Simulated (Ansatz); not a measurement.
Take BAs in the zinc blende structure (space group F-43m, No. 216; a = 4.768 Å) as the base. Axes: x, y, z lie along the cube axes.

Calculations: Ansatz (an electronic-structure program), PBEsol, PAW, cutoff 420 eV, spin-orbit coupling left out.

Strains are applied to the cell and any free atomic positions relax.

One change was made to it. Results:

| quantity | base | after |
|---|---|---|
| valence-band top at Γ (three highest levels, from the VBM) | 0.00, 0.00, 0.00 eV | 0.00, -0.05, -0.10 eV |
| band gap | 1.08 eV | 1.02 eV |

**Question.** What was done to the base?
(A) tensor shear ε_xy = +1.14 %
(B) tensor shear ε_xy = +2.00 %
(C) tensor shear ε_xy = +0.57 %
(D) tensor shear ε_xy = +1.43 %
(E) tensor shear ε_xy = +1.71 %

**Answer.** C, tensor shear ε_xy = +0.57 %. For comparison, the band gap in the other runs: tensor shear ε_xy = +1.14 % gives 0.93 eV; tensor shear ε_xy = +1.43 % gives 0.87 eV; tensor shear ε_xy = +2.00 % gives 0.73 eV; tensor shear ε_xy = +1.71 % gives 0.82 eV.

Stability against distortions was not tested.
